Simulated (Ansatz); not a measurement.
We consider CsCl-type LiCl (model structure), described by LDA in Ansatz (PAW).

Numerical settings: plane-wave cutoff 500 eV, 10×10×10 k mesh, gaussian smearing 0.02 eV, scalar-relativistic PAW data made under PBE.

Cell (relaxed at this level):

```
CELL_PARAMETERS angstrom
      3.17744     0.00000     0.00000
      0.00000     3.17744     0.00000
      0.00000     0.00000     3.17744
ATOMIC_POSITIONS crystal
  Li 0.00000 0.00000 0.00000
  Cl 0.50000 0.50000 0.50000
```

### Question
Estimate the band gap that the calculation returns.

### Answer

band gap: 4.50 eV (on the SCF k mesh)

Note: the relaxation could raise the start's symmetry but not lower it, so the cell can be a saddle point.

The computed numbers hold no vibrational or temperature effects.

The result took roughly 6 core-seconds.

A model structure was made by putting elements into a prototype or built by hand; it is no filed structure, need not be a known phase, and can be a saddle point held by its symmetry.

Ansatz is an electronic-structure program.
